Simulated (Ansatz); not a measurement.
Here is the system:

End structure of a constructed model of the (110) surface of bcc W, a layer of Ga in place of the second plane (bottom of the slab: a bare face, its two planes held):

```yaml
crystal:
  lattice:
    - [2.75768, 0.00000, 0.00000]
    - [-0.91923, 2.59996, 0.00000]
    - [0.00000, 0.00000, 27.00000]
  atoms:
    - { symbol: W, position: [0.50000, 0.50000, 0.30040] }
    - { symbol: W, position: [0.00000, 0.00000, 0.38380] }
    - { symbol: W, position: [0.50000, 0.50000, 0.46707] }
    - { symbol: W, position: [0.00000, 0.00000, 0.54960] }
    - { symbol: Ga, position: [0.50000, 0.50000, 0.63099] }
    - { symbol: W, position: [0.00000, 0.00000, 0.70952] }
```

Slab: 6 atoms, 10.8 Å thick at the start with caps and adatoms (thin: gaps and levels are the slab's own); k 14x14x1, smearing 0.1 eV, dipole-corrected; 2 atoms held, the rest relaxed; symmetry of the start imposed; no spin, no spin-orbit, no U. In PBE it lies 0.13 eV a 1x1 cell over the lowest computed structure of the same composition (a layer of Ga in place of the third plane).

Question: Estimate the work function of the top face that Ansatz (a quantum-chemistry and plane-wave program) with PBE returns for this input.

Answer: 5.55 eV
